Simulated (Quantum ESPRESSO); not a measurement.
## Habitual settings against a tight run: CdSnAs2 (I-42d, 8 atoms in the cell)

Self-consistent single point.

```yaml
crystal:
  lattice:
    - [-3.00298, 3.00298, 5.88388]
    - [3.00298, -3.00298, 5.88388]
    - [3.00298, 3.00298, -5.88388]
  atoms:
    - { symbol: Cd, position: [0.00000, 0.00000, 0.00000] }
    - { symbol: Cd, position: [0.75000, 0.25000, 0.50000] }
    - { symbol: Sn, position: [0.25000, 0.75000, 0.50000] }
    - { symbol: Sn, position: [0.50000, 0.50000, 0.00000] }
    - { symbol: As, position: [0.62036, 0.62500, 0.49536] }
    - { symbol: As, position: [0.37500, 0.87036, 0.99536] }
    - { symbol: As, position: [0.12964, 0.12500, 0.50464] }
    - { symbol: As, position: [0.87500, 0.37964, 0.00464] }
```

Method: PBEsol, GBRV 1.5 ultrasoft (PBESOL) pseudopotentials (plane waves; Quantum ESPRESSO).

Base settings: ecutwfc = 40 Ry; ecutrho = 200 Ry; occupations = smearing; smearing = gaussian; degauss = 0.0036749 Ry; potentials = {Cd: cd_pbesol_v1.uspp.F.UPF, Sn: sn_pbesol_v1.4.uspp.F.UPF, As: as_pbesol_v1.uspp.F.UPF}; K_POINTS = automatic 4 4 4 0 0 0; conv_thr = 1e-09 Ry; mixing_beta = 0.5.

Tight run (finer mesh or higher cutoff; not a proven limit): ecutwfc: 40 Ry → 56 Ry; ecutrho: 200 Ry → 280 Ry; conv_thr: 1e-09 Ry → 7.3e-11 Ry; K_POINTS: automatic 4 4 4 0 0 0 → automatic 6 6 6 0 0 0. It gave top of the valence band (on the code's own zero) 7.02 eV; gap on the k-point mesh 0.12 eV; pressure 3.02 GPa; largest force (vector length) 0.261 eV/Å.

Quick runs, as changes from the base:
- A: the base itself
- B: ecutwfc: 40 Ry → 20 Ry; ecutrho: 200 Ry → 100 Ry; K_POINTS: automatic 4 4 4 0 0 0 → automatic 2 2 2 0 0 0
- C: ecutwfc: 40 Ry → 24 Ry; ecutrho: 200 Ry → 120 Ry; smearing: gaussian → marzari-vanderbilt; degauss: 0.0036749 Ry → 0.019992 Ry; conv_thr: 1e-09 Ry → 7.3e-05 Ry; K_POINTS: automatic 4 4 4 0 0 0 → automatic 1 1 1 0 0 0
- D: ecutwfc: 40 Ry → 24 Ry; ecutrho: 200 Ry → 120 Ry; conv_thr: 1e-09 Ry → 7.3e-06 Ry; K_POINTS: automatic 4 4 4 0 0 0 → automatic 3 3 3 0 0 0

Energies are extrapolated to zero smearing width, which holds to low order in the width alone (under cold and Methfessel-Paxton smearing the free energy itself is taken).

Dashes: pressure of C, D, not trusted under this conv_thr with d or f elements; gap of C, left out as unsure on this mesh or at this smearing.

Gaps are read on each run's own mesh, which may miss the band edges.

The count of work is k-points × plane waves × bands × iterations; it is no time. 

The starting cell comes from a database of computed structures (which also holds hypothetical and non-ambient phases and stackings), without a prior relaxation at this level. Its lattice was rescaled by a random factor within 2.5 % of one. In the base run, with a pressure of about 4 GPa the cell is away from its equilibrium volume at this level.

| run | energy less tight (meV/atom) | pressure less tight (GPa) | largest miss in a force vector (eV/Å) | gap on the mesh less tight (eV) | count of work / tight |
|---|---|---|---|---|---|
| A | 47.5 | 0.52 | 0.002 | -0.001 | 0.22 |
| B | 1284.1 | -23.36 | 0.043 | -0.016 | 0.024 |
| C | 868.5 | – | 0.381 | – | 0.0040 |
| D | 510.8 | – | 0.010 | -0.005 | 0.028 |

Among the runs at the tight run's level, the energy misses run from 47.5 to 1284.1 meV/atom.

Left out of this page: 1 run of the series outside the window shown, repeating another row's setting, or not comparable.
